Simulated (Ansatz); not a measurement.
A computed series for hypothetical rutile SnS2: pressure series

Consider SnS2 in the rutile structure (space group P4_2/mnm, No. 136; a = 6.071 Å, c = 3.787 Å; a hypothetical phase, not in the database extracts checked).

Cell and atoms are relaxed at each pressure.

Level of theory: PBEsol (Ansatz, a first-principles code), spin-orbit coupling left out, earlier PAW set.

Two rows of this table had their results exchanged by mistake.

| pressure | volume per atom (Å³) | shortest distance (Å) | band gap |
|---|---|---|---|
| pressure −2 GPa | 24.16 | 2.528 | zero |
| pressure −1 GPa | 23.67 | 2.523 | zero |
| pressure 1.8 GPa | 22.65 | 2.508 | zero |
| pressure 4.2 GPa | 21.97 | 2.494 | zero |
| pressure 9 GPa | 16.97 | 2.260 | zero |
| pressure 18 GPa | 19.52 | 2.409 | zero |
| pressure 45 GPa | 20.92 | 2.468 | zero |
| pressure 60 GPa | 15.67 | 2.184 | zero |

Which two?

The rows for pressure 9 GPa and pressure 45 GPa: the volume has to fall steadily with pressure, so 20.92 Å³ belongs to pressure 9 GPa and 16.97 Å³ to pressure 45 GPa.

A case with no gap was solved on a k-mesh chosen for an insulator, which is coarse for it. From pressure 60 GPa on, the axis ratios lie over 15 % from the base's, so the cell there is far from its starting form. Load acts through the strain it causes; cell and atoms are relaxed under it. Whether these cells are dynamically stable was not tested. No other phases were tried under pressure. All final runs are without spin polarisation. Gaps under 0.05 eV, about the width of the smearing, are given as zero. A zero or small gap of SnS2 can be the functional's error rather than a property of the material.
